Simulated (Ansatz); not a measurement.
Consider La2WN4 (space group I4/mmm, No. 139; a = 3.997 Å, c = 12.748 Å; a hypothetical phase, not in the database extracts checked).

(Cell as relaxed with PBE.)

Levels (all Ansatz, a program for electronic structure, PAW): PBE (420 eV, without spin-orbit coupling); PBEsol (420 eV, scalar-relativistic without spin-orbit coupling).

Each level relaxes its own structure.

```tsv
quantity	PBE	PBEsol
volume per atom	14.54 Å³	(withheld)
lattice parameter a	399.7 pm	(withheld)
lattice parameter c	1274.8 pm	(withheld)
band gap	zero	(withheld)
```

**Question.** Given the PBE results, estimate those of PBEsol.

**Answer.** 
- volume per atom, PBEsol: 14.13 Å³
- lattice parameter a, PBEsol: 396.0 pm
- lattice parameter c, PBEsol: 1261.7 pm
- band gap, PBEsol: zero

PBE's volume per atom lies 0.41 Å³ above PBEsol's (2.9 %); PBE's lattice parameter a lies 3.7 pm above PBEsol's (0.9 %); PBE's lattice parameter c lies 13.1 pm above PBEsol's (1.0 %); the two agree on the band gap. Neither level is exact; PBEsol is the comparison here, not a measurement.

Spin-orbit coupling, missing from the scalar runs, can matter with W. Stability against distortions was not tested. All final runs are without spin polarisation. The zero or small gap of La2WN4 can change with the level of theory.
